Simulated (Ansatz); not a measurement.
For AlRu in the CsCl type structure at 275 K, the quasi-harmonic free energy with PBEsol in Ansatz (an electronic-structure program) gives a volume expansion coefficient α_V = 24.02 × 10⁻⁶ K⁻¹, an isothermal bulk modulus B_T = 211.8 GPa, a molar volume V_m = 16.003 cm³/mol and C_V = 44.49 J/(mol K). The cell was generated from a structure type, relaxed within its symmetry, and need not be the phase found at ambient conditions.

### Question
Work out the Grüneisen parameter, C_P and the adiabatic bulk modulus.

### Answer
γ = α_V B_T V_m / C_V = 1.83. C_P − C_V = α_V² B_T V_m T = 0.54 J/(mol K), so C_P = 45.03 J/(mol K). B_S = B_T C_P/C_V = B_T (1 + α_V γ T) = 214.4 GPa.
